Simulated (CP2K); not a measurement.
Input and output of a self-consistent single point for TiPt3 (Pm-3m, 4 atoms in the cell) (CP2K).

Method of the run: PBE, GPW, DZVP-MOLOPT-SR-GTH basis, GTH-PBE potentials (GTH_POTENTIALS) in CP2K.

The change in words: lattice scaled by 0.98. Reference geometry:
```yaml
crystal:
  lattice:
    - [3.87390, 0.00000, 0.00000]
    - [0.00000, 3.87390, 0.00000]
    - [0.00000, 0.00000, 3.87390]
  atoms:
    - { symbol: Ti, position: [0.00000, 0.00000, 0.00000] }
    - { symbol: Pt, position: [0.50000, 0.50000, 0.00000] }
    - { symbol: Pt, position: [0.00000, 0.50000, 0.50000] }
    - { symbol: Pt, position: [0.50000, 0.00000, 0.50000] }
```

Reference input (self-consistent single point, DFT PBE, GPW, DZVP-MOLOPT-SR-GTH basis, GTH-PBE potentials (GTH_POTENTIALS)): CUTOFF = 600 Ry; REL_CUTOFF = 60 Ry; SMEAR/METHOD = GAUSSIAN; SIGMA = 0.272 eV; KPOINTS/SCHEME = MONKHORST-PACK 7 7 7; XC_FUNCTIONAL = PBE; Ti/BASIS_SET = DZVP-MOLOPT-SR-GTH-q12; Ti/POTENTIAL = GTH-PBE-q12; Pt/BASIS_SET = DZVP-MOLOPT-SR-GTH-q18; Pt/POTENTIAL = GTH-PBE-q18; METHOD = GPW; EPS_DEFAULT = 1e-10. This run's input differs from it in these lines:

```diff
@@ -63,5 +63,5 @@
     &CELL
-      A 3.87390400 0.00000000 0.00000000
-      B 0.00000000 3.87390400 0.00000000
-      C 0.00000000 0.00000000 3.87390400
+      A 3.79642600 0.00000000 0.00000000
+      B 0.00000000 3.79642600 0.00000000
+      C 0.00000000 0.00000000 3.79642600
       PERIODIC XYZ
```

Log, with long lists cut:

```
 SCF WAVEFUNCTION OPTIMIZATION

  Step     Update method      Time    Convergence         Total energy    Change
     1 NoMix/Diag. 0.30E+00      -     1.80761951      -420.8154295219 -4.21E+02
     2 Broy./Diag. 0.30E+00      -     0.47711701      -422.8000383197 -1.98E+00
     3 Broy./Diag. 0.30E+00      -     0.10309823      -420.8535274065  1.95E+00
     4 Broy./Diag. 0.30E+00      -     0.26032357      -419.6342151945  1.22E+00
     5 Broy./Diag. 0.30E+00      -     0.25568364      -418.5182376250  1.12E+00
     6 Broy./Diag. 0.30E+00      -     0.05617244      -418.8563017564 -3.38E-01
   [... 5 lines left out ...]
    12 Broy./Diag. 0.30E+00      -     0.00004920      -418.8692081958  2.64E-04
    13 Broy./Diag. 0.30E+00      -     0.00004941      -418.8694046998 -1.97E-04
    14 Broy./Diag. 0.30E+00      -     0.00000590      -418.8694761989 -7.15E-05
    15 Broy./Diag. 0.30E+00      -     0.00000054      -418.8694684274  7.77E-06
  *** SCF run converged in    15 steps ***

  Overlap energy of the core charge distribution:               0.00000000055774
  Self energy of the core charge distribution:               -655.29135419641511
  Core Hamiltonian energy:                                    149.58247913824550
  Hartree energy:                                             129.60244553270644
  Exchange-correlation energy:                                -42.76074086827669
  Smearing free energy correction:                             -0.00229802762009
  Fermi energy:                                                 0.66538778894461

  Total energy:                                              -418.86946842737154
  Total energy (extrapolated to sigma->0):                   -418.86831941356149

                     Mulliken Population Analysis

   [... lines left out ...]

 STRESS| Analytical stress tensor [bar]
 STRESS|                        x                   y                   z
 STRESS|      x        3.78850563870E+05   1.93684097554E-04   1.93677225427E-04
 STRESS|      y        1.93684097554E-04   3.78850602730E+05   1.93665923557E-04
 STRESS|      z        1.93677225427E-04   1.93665923557E-04   3.78850571739E+05
 STRESS| 1/3 Trace                                             3.78850579446E+05
```

The run converged in 15 iterations. Against the reference run the free energy goes up by 140 meV/atom and the pressure goes from 15.67 to 37.89 GPa.

The starting cell comes from a database of computed structures (which also holds hypothetical and non-ambient phases and stackings), without a prior relaxation at this level. Its lattice was rescaled by a random factor within 2.5 % of one. For this run, on top of that: lattice scaled by 0.98. Spin polarisation is off. Values carry the incompleteness of an atom-centred basis. With a pressure of about 38 GPa the cell is away from its equilibrium volume at this level.

Cost on one core of a shared machine: roughly 2 min.
